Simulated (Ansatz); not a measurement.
# MoSi2 under a change: Mo → Os

The reference is MoSi2 (space group I4/mmm, No. 139; a = 3.1902 Å, c = 7.8206 Å).

Perturbation: full substitution Mo → Os; the structure is relaxed again.

Calculations: Ansatz (a first-principles code), PBEsol, PAW, cutoff 420 eV, no spin-orbit coupling. k-mesh 20×20×20 (Γ-centred); smearing 0.05 eV (Fermi–Dirac).

| quantity | base | changed | shift |
|---|---|---|---|
| volume per atom | 13.27 Å³ | 13.25 Å³ | -0.02 Å³ |
| density | 6.35 g/cm³ | 10.29 g/cm³ | +3.948 g/cm³ |
| lattice parameter a | 3.190 Å | 3.261 Å | +0.0705 Å |
| c/a ratio | 2.451 | 2.293 | -0.1585 |
| space group | I4/mmm (No. 139) | I4/mmm (No. 139) | – |
| shortest interatomic distance | 2.579 Å | 2.447 Å | -0.132 Å |
| band gap | zero | zero | – |

No phonon test of stability was made. As relaxed here, OsSi2 is a hypothetical phase, not in the database extracts checked. All final runs are without spin polarisation. OsSi2 has a high density of states at the Fermi level and may be magnetic at this level.
